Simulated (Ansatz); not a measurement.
The structure below was relaxed with r2SCAN/PAW in Ansatz (a quantum-chemistry and plane-wave program), no spin-orbit coupling.

```
Ir3Rh
1.0
    2.71086     0.00000     0.00000
    0.00000     3.83442     0.00000
    0.00000     0.00000     5.41444
Rh Ir
1 3
Direct
  0.00000   0.00000   0.00000
  0.50000   0.50000   0.74930
  0.00000   0.00000   0.50000
  0.50000   0.50000   0.25070
```

**Question.** Find the space group and the Wyckoff positions.

**Answer.** Space group Pmmm (No. 47); a = 2.7109 Å, b = 3.8344 Å, c = 5.4144 Å, α = 90.00°, β = 90.00°, γ = 90.00°

| atom | site | symmetry | x | y | z |
|---|---|---|---|---|---|
| Rh | 1a | mmm | 0.0000 | 0.0000 | 0.0000 |
| Ir | 2t | mm2 | 0.5000 | 0.5000 | 0.2507 |
| Ir | 1c | mmm | 0.0000 | 0.0000 | 0.5000 |

**Question.** Describe the coordination.

**Answer.** The crystal has 4 atoms in its conventional cell. Lattice parameters: a = 2.7109 Å, b = 3.8344 Å, c = 5.4144 Å, α = 90.00°, β = 90.00°, γ = 90.00°. Rh is surrounded by 10 Ir at 2.707–2.712 Å and 2 Rh at 2.711 Å (cuboctahedral). Ir1 has 8 Ir at 2.700–2.715 Å and 4 Rh at 2.712 Å (cuboctahedral). Ir2 has 2 Rh at 2.707 Å and 10 Ir at 2.708–2.711 Å (cuboctahedral). (Neighbours: up to the widest gap in distance over summed covalent radii, below 1.35, at either atom.)

These are small ordered cells, not random alloys; other orderings at the same x differ. No phonon test of stability was made. The final runs are not spin-polarised. The cell was made from Rh by this change: x(Ir) = 0.75, 4 atoms, Pmmm.
